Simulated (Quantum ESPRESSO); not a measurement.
## Several settings converged on WC (P3m1, 2 atoms in the cell)

```
CELL_PARAMETERS angstrom
      2.92455     0.00000     0.00000
     -1.46227     2.53274     0.00000
      0.00000     0.00000     2.85420
ATOMIC_POSITIONS crystal
  W  0.00000 0.00000 0.01752
  C  0.33333 0.66667 0.50000
```

Base method: LDA (PZ), PSlibrary ultrasoft (LDA) pseudopotentials (plane waves; Quantum ESPRESSO).

Base settings: ecutwfc = 55 Ry; ecutrho = 495 Ry; occupations = smearing; smearing = gaussian; degauss = 0.0073499 Ry; potentials = {W: W.pz-spn-rrkjus_psl.1.0.0.UPF, C: C.pz-n-rrkjus_psl.1.0.0.UPF}; K_POINTS = automatic 8 8 7 0 0 0; conv_thr = 1e-11 Ry; mixing_beta = 0.3.

The count of work is k-points × plane waves × bands × iterations; it is no time. Core times come from one kind of shared machine, to one figure; runs under 30 s give none.

**Shifted k-point meshes**

Only quantities that move along the ladder and can be compared are tabulated.

```tsv
K_POINTS	free energy less the last step's (meV/atom)	pressure (GPa)	largest difference of a force vector from the last step's (eV/Å)	count of work / last
automatic 2 2 2 1 1 1	-309.06	-22.75	0.003	0.0026
automatic 3 3 3 1 1 1	-108.53	-21.04	0.063	0.0100
automatic 4 4 4 1 1 1	-12.75	-17.82	0.041	0.017
automatic 5 5 5 1 1 1	-3.14	-18.13	0.015	0.034
automatic 6 6 6 1 1 1	0.56	-18.15	0.006	0.054
automatic 7 7 7 1 1 1	-0.36	-18.18	0.004	0.086
automatic 17 17 15 1 1 1	0.00	-17.96	0.000	1.0
```

Coarsest K_POINTS that holds the pressure within 0.5 GPa of the last step, with all finer ones: automatic 4 4 4 1 1 1, at 0.017 of the last step's count of work; the step before is off by 3.1 GPa.

Coarsest K_POINTS that holds the free energy within 5 meV/atom of the last step, with all finer ones: automatic 5 5 5 1 1 1, at 0.034 of the last step's count of work; the step before is off by 13 meV/atom.

Coarsest K_POINTS that holds the forces within 0.02 eV/Å of the last step, with all finer ones: automatic 5 5 5 1 1 1, at 0.034 of the last step's count of work; the step before is off by 0.041 eV/Å.

**The width of Fermi-Dirac smearing**

In this ladder: smearing = fermi-dirac; K_POINTS = automatic 13 13 12 0 0 0.

Narrow widths need finer meshes than wide ones, so the last steps can hold mesh noise.

Only quantities that move along the ladder and can be compared are tabulated; pressure and forces are left out, as mesh noise rules them at narrow widths.

| degauss | free energy less the last step's (meV/atom) | energy extrapolated to zero width less the last step's (meV/atom) | core time / last (rough) |
|---|---|---|---|
| 0.073499 Ry | -508.49 | 124.28 | 0.7 |
| 0.036749 Ry | -88.07 | 21.07 | 0.7 |
| 0.02205 Ry | -24.04 | 4.32 | 0.8 |
| 0.0147 Ry | -8.13 | 0.97 | 0.6 |
| 0.0073499 Ry | 0.00 | 0.00 | 1 |

Widest degauss that holds the free energy within 5 meV/atom: not settled: the last two steps still differ by 8.1 meV/atom, over half the tolerance, so the ladder does not show it.

Widest degauss that holds the energy extrapolated to zero width within 2 meV/atom of the last step, with all finer ones: 0.0147 Ry; the step before is off by 4.3 meV/atom.

The extrapolation to zero width removes most of the smearing's effect on the energy.

**The mesh under tetrahedron occupations**

In this ladder: occupations = tetrahedra_opt; smearing = default; degauss = default.

Only quantities that move along the ladder and can be compared are tabulated.

```tsv
K_POINTS	free energy less the last step's (meV/atom)	pressure (GPa)	largest difference of a force vector from the last step's (eV/Å)	count of work / last	core time / last (rough)
automatic 5 5 5 0 0 0	14.60	-17.47	0.071	0.016	–
automatic 7 7 6 0 0 0	8.17	-17.64	0.045	0.035	–
automatic 8 8 7 0 0 0	4.41	-17.81	0.035	0.048	–
automatic 10 10 9 0 0 0	1.99	-17.89	0.014	0.088	0.1
automatic 13 13 11 0 0 0	0.90	-17.95	0.006	0.17	0.1
automatic 19 19 17 0 0 0	0.15	-17.98	0.000	0.52	0.5
automatic 24 24 21 0 0 0	0.00	-17.98	0.000	1.0	1
```

Coarsest K_POINTS that holds the free energy within 5 meV/atom of the last step, with all finer ones: automatic 8 8 7 0 0 0, at 0.048 of the last step's count of work; the step before is off by 8.2 meV/atom.

Coarsest K_POINTS that holds the forces within 0.01 eV/Å of the last step, with all finer ones: automatic 13 13 11 0 0 0, at 0.17 of the last step's count of work and about 0.1 of the last step's time; the step before is off by 0.014 eV/Å.

Coarsest K_POINTS that holds the pressure within 0.05 GPa of the last step, with all finer ones: automatic 13 13 11 0 0 0, at 0.17 of the last step's count of work and about 0.1 of the last step's time; the step before is off by 0.10 GPa.

On the base run: the starting cell has typed, rounded lattice constants, without a prior relaxation at this level. Its lattice was rescaled by up to half a per cent. One atom was moved a little off its site on purpose. Spin polarisation is off. In the base run, with a pressure of about -18 GPa the cell is away from its equilibrium volume at this level.

Left out of this page: 2 runs of the series outside the window shown, repeating another row's setting, or not comparable.
